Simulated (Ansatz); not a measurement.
Base system: Cu2O (space group Pn-3m, No. 224).

```yaml
crystal:
  lattice:
    - [4.22235, 0.00000, 0.00000]
    - [0.00000, 4.22235, 0.00000]
    - [0.00000, 0.00000, 4.22235]
  atoms:
    - { symbol: Cu, position: [0.75000, 0.75000, 0.75000] }
    - { symbol: Cu, position: [0.75000, 0.25000, 0.25000] }
    - { symbol: Cu, position: [0.25000, 0.75000, 0.25000] }
    - { symbol: Cu, position: [0.25000, 0.25000, 0.75000] }
    - { symbol: O, position: [0.00000, 0.00000, 0.00000] }
    - { symbol: O, position: [0.50000, 0.50000, 0.50000] }
```

Levels (all Ansatz, a program for electronic structure, PAW): PBEsol (420 eV, without spin-orbit coupling); r2SCAN (500 eV, scalar-relativistic without spin-orbit coupling); HSE06 (420 eV, without spin-orbit coupling).

At the geometry relaxed with PBEsol, these levels gave the following band gaps, in shuffled order: (a) 2.08 eV, (b) 0.83 eV, (c) 0.56 eV.

Task: Match each gap to its level.

Result: (a) HSE06; (b) r2SCAN; (c) PBEsol.

Single points use the geometry relaxed with PBEsol. Stability against distortions was not tested. No Hubbard U is applied. The final runs are not spin-polarised.
